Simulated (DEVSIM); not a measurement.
Device: abrupt GaSb n-p junction, at 400 K.

Layer 1 from the left is GaSb, thickness (μm) 21.0, Nd (cm⁻³) 1e15, τn (s) 2.6e-8, τp (s) 2.6e-8. Layer 2 from the left is GaSb, thickness (μm) 270, Na (cm⁻³) 1e17, τn (s) 2.6e-8, τp (s) 2.6e-8.

Left contact: ohmic. Right contact: ohmic. Voltage is applied to the left contact. Recombination: SRH at mid-gap, radiative, Auger. Mobility is constant in doping.

The device is made up for the run: typed textbook-type constants, with dimensions and the other settings drawn at random. Values at 300 K; Nc and Nv go as T^1.5, mobilities as T to minus their exponent, the gap by Varshni's rule with the affinity fixed.

GaSb: gap (eV) 0.726, affinity (eV) 4.06, permittivity 15.7, Nc (cm⁻³) 2.1e17, Nv (cm⁻³) 1.8e19, μn (cm²/Vs) 5000, μp (cm²/Vs) 850, T exponent of μn 2, T exponent of μp 1.7, B (cm³/s) 1e-10, Cn (cm⁶/s) 5e-30, Cp (cm⁶/s) 5e-30, Varshni α (eV/K) 0.00042, Varshni β (K) 140.

DEVSIM, 1D drift-diffusion, Boltzmann statistics, complete ionisation; no tunnelling, impact ionisation, image-force lowering or self-heating.

**Question.** What does the simulation give for the largest field in the device at zero bias, the dark forward voltage at 1 A/cm², the potential step across the device at zero bias?

**Answer.** largest field in the device at zero bias 18000 V/cm; dark forward voltage at 1 A/cm² 0.103 V; potential step across the device at zero bias 0.295 V.
